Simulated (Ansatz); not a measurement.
## Cs2AgBiBr6: stress against strain

Cs2AgBiBr6 (Fm-3m, 35.005 Å³/atom and stress up to 0.01 GPa in the relaxed cell, cube axes along x, y and z) under a strain ε along a cube axis (axis z), the other axes held. PBEsol in Ansatz, a plane-wave DFT program (PAW, default set), 420 eV, 5×5×5 Γ-centred mesh, Fermi-Dirac smearing 0.05 eV; ions are relaxed, or left where forces stay under 0.02 eV/Å, within the symmetry of each cell. Stress is positive for a compressed cell.

Here s stands for strain and y for stress zz.

```csv
strain (%),stress zz (GPa)
-3.00,?
-1.50,0.77
-0.75,0.36
0.00,0.00
0.75,-0.32
1.50,-0.61
```

Fit y of the 5 rows that show it with a straight line. Means: s 0, y 0.040. About the means, the sum of products is -2.5800 and the sum of squares of s is 5.6250; the slope is their ratio. Least squares gives y = 0.040 - 0.4587·s. Residuals (row less fit): 0.042, -0.024, -0.040, -0.016, 0.038; standard error 0.043 (degrees of freedom: 3). The slope gives the elastic constant C11 = 46 ± 2 GPa (± standard error of the fit, which holds the terms cut off).

Q: Predict the withheld y at s = -3.00 from the fit, and compare with the calculation.

A: y = 0.040 - 0.4587 × (-3.00) = 1.416 GPa. The calculation gives 1.72 GPa, 0.304 GPa above the prediction (13.0 % of the range of y in the table). The row lies outside the fitted rows, so this is an extrapolation. From the scatter of the fitted rows alone, a prediction at this place has a standard error of 0.073 GPa, so the miss is 4.2 times that.

A polynomial of degree 2 through the 8 other runs of the series gives 1.70 there, so most of the miss is curvature that the fit leaves out. The primitive cell can neither tilt nor turn polar against its symmetry, as such crystals can under strain. The start is a measured cell from the literature; how it stands against other phases or cation orders wasn't checked. Spin-orbit coupling is left out, which can shift these values for the heavy elements here. Rows are the converged runs of the series near zero and its far end; series whose fitted rows scatter by over a few per cent of the range, as at a crossing or softening among them, aren't shown in this form, nor equations of state whose B0' disagrees with the runs' pressures. Most that stay on the fit to the last digits aren't either.
